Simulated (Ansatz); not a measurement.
Defect: interstitial P in zinc-blende GaP, charge state -1. These are PBE, PAW (plane waves to 420 eV; Ansatz, a first-principles code) values and carry that method's errors.

Settings: 64 host sites, the relaxed PBE lattice, one k-point at (0.250, 0.250, 0.250), smearing 0.01 eV, spin-restricted, no image-charge correction. Energies are static. The charge state is imposed; whether it is stable for some Fermi level was not computed. Sites that were not tried may lie lower. The order of the sites in energy changes with the mesh.

Barriers: single points on a 2×2×2 k-point mesh shifted by half a step at the bands' geometries (they differ from the bands' own by up to 0.05 eV, and are uncertain by about as much).

Relaxed starting cell (atoms counted from 1):

```yaml
crystal:
  lattice:
    - [11.01454, 0.00000, 0.00000]
    - [0.00000, 11.01454, 0.00000]
    - [0.00000, 0.00000, 11.01454]
  atoms:
    - { symbol: Ga, position: [0.00038, 0.99816, 0.99644] }
    - { symbol: Ga, position: [0.97816, 0.99950, 0.50227] }
    - { symbol: Ga, position: [0.99976, 0.50047, 0.99877] }
    - { symbol: Ga, position: [0.00134, 0.49489, 0.49780] }
    - { symbol: Ga, position: [0.49876, 0.99863, 0.99878] }
    - { symbol: Ga, position: [0.50212, 0.99867, 0.50214] }
    - { symbol: Ga, position: [0.49953, 0.50019, 0.00022] }
    - { symbol: Ga, position: [0.49904, 0.50211, 0.50186] }
    - { symbol: P, position: [0.03846, 0.18490, 0.41658] }
    - { symbol: P, position: [0.12504, 0.12436, 0.87325] }
    - { symbol: P, position: [0.12511, 0.62476, 0.37516] }
    - { symbol: P, position: [0.12457, 0.62445, 0.87516] }
    - { symbol: P, position: [0.62532, 0.12460, 0.37505] }
    - { symbol: P, position: [0.62486, 0.12444, 0.88164] }
    - { symbol: P, position: [0.62396, 0.62568, 0.37708] }
    - { symbol: P, position: [0.62495, 0.62455, 0.87472] }
    - { symbol: Ga, position: [0.98279, 0.25723, 0.23398] }
    - { symbol: Ga, position: [0.00036, 0.24849, 0.74667] }
    - { symbol: Ga, position: [0.00112, 0.74859, 0.24881] }
    - { symbol: Ga, position: [0.00296, 0.75031, 0.74956] }
    - { symbol: Ga, position: [0.50165, 0.24978, 0.24859] }
    - { symbol: Ga, position: [0.50660, 0.25211, 0.75876] }
    - { symbol: Ga, position: [0.50280, 0.74720, 0.25151] }
    - { symbol: Ga, position: [0.49905, 0.74860, 0.74918] }
    - { symbol: P, position: [0.12413, 0.37506, 0.12267] }
    - { symbol: P, position: [0.13074, 0.37046, 0.62200] }
    - { symbol: P, position: [0.12533, 0.87409, 0.12278] }
    - { symbol: P, position: [0.11980, 0.87914, 0.62204] }
    - { symbol: P, position: [0.62607, 0.37596, 0.12384] }
    - { symbol: P, position: [0.62453, 0.37646, 0.62660] }
    - { symbol: P, position: [0.62363, 0.87329, 0.12399] }
    - { symbol: P, position: [0.62678, 0.87293, 0.62695] }
    - { symbol: Ga, position: [0.26306, 0.99338, 0.23731] }
    - { symbol: Ga, position: [0.25040, 0.00012, 0.74734] }
    - { symbol: Ga, position: [0.24858, 0.49953, 0.24990] }
    - { symbol: Ga, position: [0.24743, 0.49902, 0.74877] }
    - { symbol: Ga, position: [0.74818, 0.99925, 0.24810] }
    - { symbol: Ga, position: [0.74460, 0.99870, 0.75856] }
    - { symbol: Ga, position: [0.74512, 0.50481, 0.25095] }
    - { symbol: Ga, position: [0.75146, 0.50094, 0.74917] }
    - { symbol: P, position: [0.37794, 0.12754, 0.11912] }
    - { symbol: P, position: [0.38979, 0.12496, 0.63857] }
    - { symbol: P, position: [0.37509, 0.62455, 0.12566] }
    - { symbol: P, position: [0.37155, 0.62666, 0.62474] }
    - { symbol: P, position: [0.87045, 0.12115, 0.11694] }
    - { symbol: P, position: [0.86305, 0.12360, 0.63566] }
    - { symbol: P, position: [0.87429, 0.62483, 0.12479] }
    - { symbol: P, position: [0.87860, 0.62324, 0.62489] }
    - { symbol: Ga, position: [0.24914, 0.25055, 0.99664] }
    - { symbol: Ga, position: [0.27426, 0.24888, 0.50648] }
    - { symbol: Ga, position: [0.25019, 0.74809, 0.99901] }
    - { symbol: Ga, position: [0.24815, 0.75457, 0.49813] }
    - { symbol: Ga, position: [0.75019, 0.25117, 0.99785] }
    - { symbol: Ga, position: [0.74893, 0.25069, 0.50082] }
    - { symbol: Ga, position: [0.74982, 0.74929, 0.99996] }
    - { symbol: Ga, position: [0.75098, 0.74695, 0.50169] }
    - { symbol: P, position: [0.37918, 0.37842, 0.37235] }
    - { symbol: P, position: [0.37500, 0.37705, 0.87523] }
    - { symbol: P, position: [0.38141, 0.87115, 0.37393] }
    - { symbol: P, position: [0.37371, 0.87376, 0.87381] }
    - { symbol: P, position: [0.86643, 0.38112, 0.37262] }
    - { symbol: P, position: [0.87645, 0.37512, 0.87323] }
    - { symbol: P, position: [0.87088, 0.87006, 0.37118] }
    - { symbol: P, position: [0.87475, 0.87195, 0.87513] }
    - { symbol: P, position: [0.20197, 0.07117, 0.41733] }
```
Cell charge -1.

End state 1 differs by these moves (Å; atoms that move under 0.08 Å are left out):

```csv
atom,element,Δx,Δy,Δz
1,Ga,0.00,0.06,0.09
2,Ga,-0.09,-0.05,0.03
4,Ga,-0.01,0.07,0.03
9,P,0.00,-1.15,-1.00
15,P,0.00,-0.11,-0.02
17,Ga,0.03,0.06,0.11
23,Ga,0.06,-0.07,-0.03
27,P,0.05,0.08,0.09
33,Ga,0.21,-0.01,0.07
39,Ga,0.07,-0.04,-0.02
42,P,-0.05,0.04,-0.06
45,P,-0.04,0.09,0.03
50,Ga,-0.12,0.06,-0.03
56,Ga,-0.08,-0.08,0.00
59,P,0.11,-0.10,0.01
63,P,-0.11,-0.08,0.05
```

Problem. Estimate the forward and backward barriers to end state 1 that PBE, PAW returns for this input.

Solution. forward 0.39 eV, backward 0.39 eV; at the saddle point atom 9 has neighbours Ga at 2.25, Ga at 2.27; P at 2.09 Å. The program found a first-order saddle point.
